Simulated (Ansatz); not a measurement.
# Effective masses and thermopower of WO₃ (Pm-3m)

Consider the following.

```xyz
4
Lattice="3.8098 0.0000 0.0000 0.0000 3.8098 0.0000 0.0000 0.0000 3.8098" Properties=species:S:1:pos:R:3 pbc="T T T"
W      0.0000     0.0000     0.0000
O      0.0000     0.0000     1.9049
O      1.9049     0.0000     0.0000
O      0.0000     1.9049     0.0000
```

The numbers are results of PBEsol with spin-orbit coupling, rigid bands (plane waves, PAW; Ansatz, a first-principles code), not measurements. Condition of this run: hydrostatic pressure -2 GPa (the target of the relaxation). Cell: cell and atoms relaxed with PBEsol, then loaded as said.

- band gap: 0.39 eV
- electron conductivity mass (300 K, dilute): 0.26 mₑ
- hole conductivity mass (300 K, dilute): 2.00 mₑ
- effective density of states N_c (300 K): 7.5e18 cm⁻³
- effective density of states N_v (300 K): 6.8e20 cm⁻³
- density-of-states mass, electrons: 0.45 mₑ
- density-of-states mass, holes: 9.0 mₑ
- Seebeck coefficient, n-type 1e19 cm⁻³, 300 K: -218 μV/K
- best n-type power factor at 300 K for τ = 10 fs (best axis; densities from 1e16 to 1e21 cm⁻³ tried, whether or not they can be reached): 24 μW/(cm·K²) at 3e20 cm⁻³
- Seebeck coefficient, p-type 1e19 cm⁻³, 300 K: 570 μV/K

Rigid bands; masses and Seebeck coefficients take one relaxation time τ for all states and one kind of carrier; polarons and phonon drag are left out.
